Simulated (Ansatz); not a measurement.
**VBiO4: pressure 9 GPa**

Base system: VBiO4 (space group I4_1/a, No. 88; a = 5.166 Å, c = 11.779 Å).

Now apply this change: cell and atoms relaxed at a pressure of 9 GPa.

The values are results of PBE/PAW in Ansatz (a program for electronic structure), no SOC, not measurements. Γ-centred 7×7×7 mesh, Fermi–Dirac width 0.05 eV.

```json
[
 {"quantity": "lattice parameter a", "base": "5.166 Å", "changed": "5.077 Å", "shift": "-0.0896 Å"},
 {"quantity": "c/a ratio", "base": "2.280", "changed": "2.256", "shift": "-0.024"},
 {"quantity": "shortest interatomic distance", "base": "1.736 Å", "changed": "1.724 Å", "shift": "-0.012 Å"},
 {"quantity": "enthalpy H = E + PV relative to the base's energy", "base": "–", "changed": "+0.71 eV/atom", "shift": "–"},
 {"quantity": "band gap", "base": "2.25 eV", "changed": "2.04 eV", "shift": "-0.21 eV"},
 {"quantity": "gap character", "base": "indirect, Γ–X (71 % along) → N", "changed": "indirect, Γ–X (71 % along) → N", "shift": "–"},
 {"quantity": "smallest direct gap", "base": "2.28 eV", "changed": "2.13 eV", "shift": "-0.15 eV"},
 {"quantity": "mean gap deformation potential ΔEg/Δln V", "base": "–", "changed": "+3.3 eV", "shift": "–"}
]
```

Final structure:

```
CELL_PARAMETERS angstrom
     -2.53831     2.53831     5.72671
      2.53831    -2.53831     5.72671
      2.53831     2.53831    -5.72671
ATOMIC_POSITIONS crystal
  Bi 0.75000 0.25000 0.50000
  Bi 0.00000 0.00000 0.00000
  V  0.25000 0.75000 0.50000
  V  0.50000 0.50000 0.00000
  O  0.08111 0.97275 0.39310
  O  0.57966 0.68802 0.60690
  O  0.72275 0.82966 0.39164
  O  0.43802 0.33111 0.60836
  O  0.66889 0.27725 0.10690
  O  0.17034 0.56198 0.89310
  O  0.02725 0.42034 0.10836
  O  0.31198 0.91889 0.89164
```

Cost of the whole job for the changed cell (relaxation, final SCF and bands): very roughly 2.2 core-minutes.

Spin-orbit coupling, missing from the scalar runs, can matter with Bi. Load acts through the strain it causes; cell and atoms are relaxed under it. No phonon test of stability was made. No other phases were tried under pressure. Seeded moments were not kept for the base. The final runs are not spin-polarised.
